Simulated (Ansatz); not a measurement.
## Pressure series in Mg

Start from Mg in the hcp (Mg type) structure (space group P6_3/mmc, No. 194).

```yaml
crystal:
  lattice:
    - [3.18616, 0.00000, 0.00000]
    - [-1.59308, 2.75930, 0.00000]
    - [0.00000, 0.00000, 5.22349]
  atoms:
    - { symbol: Mg, position: [0.33333, 0.66667, 0.75000] }
    - { symbol: Mg, position: [0.66667, 0.33333, 0.25000] }
```

Cell and atoms are relaxed at each pressure.

Calculations: PBE in Ansatz (plane waves to 420 eV, PAW, no spin-orbit coupling), earlier PAW set.

Notes on the quantities. enthalpy: H = E + PV relative to the base's energy.

| case | enthalpy | shortest interatomic distance |
|---|---|---|
| base | – | 3.186 Å |
| pressure −2 GPa | -0.30 eV/atom | ? |
| pressure −1 GPa | -0.15 eV/atom | 3.217 Å |
| pressure 0.3 GPa | +0.04 eV/atom | 3.178 Å |
| pressure 0.7 GPa | +0.10 eV/atom | 3.167 Å |
| pressure 1.5 GPa | +0.21 eV/atom | 3.146 Å |
| pressure 3 GPa | +0.41 eV/atom | 3.112 Å |
| pressure 5 GPa | +0.68 eV/atom | 3.073 Å |
| pressure 7.5 GPa | +0.99 eV/atom | 3.031 Å |
| pressure 10 GPa | +1.29 eV/atom | 2.992 Å |

Problem. What belongs in the blanks?

Solution. 
- pressure −2 GPa, shortest interatomic distance: 3.252 Å

Load acts through the strain it causes; cell and atoms are relaxed under it. Stability against distortions was not tested. No other phases were tried under pressure.

Ansatz is an electronic-structure program.
